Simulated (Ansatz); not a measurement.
**Effect of isotropic strain −0.23 % on Tl2HgSiSe4**

The parent structure is Tl2HgSiSe4 (space group I-42m, No. 121; a = 7.920 Å, c = 6.680 Å; a cell from a computed database, its experimental status unchecked).

Now apply this change: every lattice vector is shortened by 0.23 %; the atoms relax in the strained cell.

Calculations: PBEsol, PAW, 420 eV (Ansatz, an electronic-structure program; no SOC). k-mesh 7×7×7 (Γ-centred); smearing 0.05 eV (Fermi–Dirac).

The volume per atom shrinks by 0.18 Å³, from 26.19 Å³ to 26.01 Å³ and the shortest interatomic distance is nearly the same (2.307 Å against 2.306 Å). The energy is nearly the same and the pressure (mean of the normal stresses, compression positive) goes from zero to 0.22 GPa. The band gap drops by 0.02 eV, from 0.64 eV to 0.62 eV and the gap character stays direct at M. The electron mass is still 0.37 mₑ along c, 0.48 mₑ across (at M).

Final structure:

```
Tl2HgSiSe4
1.0
   -3.95078     3.95078     3.33239
    3.95078    -3.95078     3.33239
    3.95078     3.95078    -3.33239
Tl Si Hg Se
2 1 1 4
Direct
  0.50000   0.00000   0.50000
  0.00000   0.50000   0.50000
  0.00000   0.00000   0.00000
  0.50000   0.50000   0.00000
  0.95759   0.62736   0.00000
  0.37264   0.37264   0.33023
  0.62736   0.95759   0.00000
  0.04241   0.04241   0.66977
```

With Hg and Tl present, leaving out spin-orbit coupling can change the band edges. Effective masses come from finite differences of ±0.01 Å⁻¹. Stability against distortions was not tested.
